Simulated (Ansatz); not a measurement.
Start from PbSe in the rock salt structure (space group Fm-3m, No. 225).

```xyz
2
Lattice="0.0000 3.1089 3.1089 3.1089 0.0000 3.1089 3.1089 3.1089 0.0000" Properties=species:S:1:pos:R:3 pbc="T T T"
Se     0.0000     0.0000     0.0000
Pb     3.1089     3.1089     3.1089
```

Cartesian axes are those of the cell as printed.

Computed with PBE in Ansatz (plane waves to 420 eV, PAW, without spin-orbit coupling).

The change: an isotropic linear strain of +0.93 %; the atoms relax in the strained cell.

Predict the stress tensor and what it implies for the stiffness.

Stress of the strained cell less that of the base (GPa, compression positive):
```
  -1.22    0.00    0.00
   0.00   -1.22    0.00
   0.00    0.00   -1.22
```

Then B = −ΔP/(ΔV/V₀) with ΔV/V₀ = 0.0282 gives secant stiffness values (nonlinear terms included at this strain): B ≈ 43 GPa.

Stability against distortions was not tested.

Ansatz is a program for electronic structure.
